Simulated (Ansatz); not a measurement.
**Response to strain in PbSe**

Take PbSe in the rock salt structure (space group Fm-3m, No. 225) as the base.

```
PbSe
1.0
    0.00000     3.02042     3.02042
    3.02042     0.00000     3.02042
    3.02042     3.02042     0.00000
Pb Se
1 1
Direct
  0.00000   0.00000   0.00000
  0.50000   0.50000   0.50000
```

Strains are applied to the cell and any free atomic positions relax.

Method: LDA (Ansatz, a quantum-chemistry and plane-wave program, PAW, no spin-orbit coupling).

Notes on the quantities. energy relative to the base: free energy F.

```
case                        pressure  energy relative to the base  volume per atom    band gap
------------------------  ----------  ---------------------------  ---------------  ----------
base                         0.0 GPa                   0 meV/atom         27.55 Å³        zero
isotropic strain −0.50 %     0.9 GPa                +1.1 meV/atom         27.14 Å³        zero
isotropic strain +0.50 %    -0.8 GPa                +1.1 meV/atom         27.97 Å³     0.10 eV
isotropic strain +1.00 %    -1.6 GPa                +4.3 meV/atom         28.39 Å³     0.15 eV
isotropic strain +1.50 %    -2.3 GPa                +9.6 meV/atom         28.81 Å³     0.20 eV
isotropic strain +2.00 %  (withheld)                   (withheld)         29.24 Å³  (withheld)
isotropic strain +2.50 %    -3.7 GPa                 +26 meV/atom         29.67 Å³     0.29 eV
isotropic strain +3.00 %    -4.2 GPa                 +37 meV/atom         30.11 Å³     0.33 eV
```

Problem. What belongs in the blanks?

Solution. 
- isotropic strain +2.00 %, pressure: -3.0 GPa
- isotropic strain +2.00 %, energy relative to the base: +17 meV/atom
- isotropic strain +2.00 %, band gap: 0.24 eV

Spin-orbit coupling, missing from the scalar runs, can matter with Pb. No phonon test of stability was made. The final runs are not spin-polarised. Gaps under 0.05 eV, about the width of the smearing, are given as zero. The zero or small gap of PbSe can change with the level of theory.
